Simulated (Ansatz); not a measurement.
The starting structures come from a database of crystals and need not be the phases stable at ambient conditions.

Tunnelling through a barrier is set by its complex band structure: the current falls as exp(−2κd) with the smallest κ.

Given:

```xyz
16
Lattice="6.6362 0.0000 0.0000 0.0000 7.7880 0.0000 0.0000 0.0000 7.0445" Properties=species:S:1:pos:R:3 pbc="T T T"
Cd     6.5314     0.0000     1.0182
Cd     3.2133     3.8940     6.0263
Ag     3.3533     5.8957     2.2807
Ag     0.0352     5.7863     4.7638
Ag     3.3533     1.8923     2.2807
Ag     0.0352     2.0017     4.7638
Ge     6.5559     3.8940     1.2239
Ge     3.2378     0.0000     5.8206
S      5.4641     0.0000     5.7757
S      2.1460     3.8940     1.2689
S      2.5277     1.8032     4.6940
S      5.8457     2.0908     2.3505
S      2.5277     5.9848     4.6940
S      5.8457     5.6972     2.3505
S      2.4489     0.0000     0.8535
S      5.7670     3.8940     6.1910
```

Space group of this cell: Pmn2_1. The cell is taken as given; by r2SCAN its mean pressure is 0.5 GPa.

Transport runs along the normal of the first two printed cell vectors.

No gap correction and no spin-orbit coupling; mid-gap values are interpolated between computed energies.

Problem. Predict the band gap and the smallest decay constant κ at mid-gap from r2SCAN in Ansatz (a quantum-chemistry and plane-wave program).

Solution. Gap 1.06 eV on a 6×4×4 mesh; κ = 0.120 1/Å, at the zone centre.
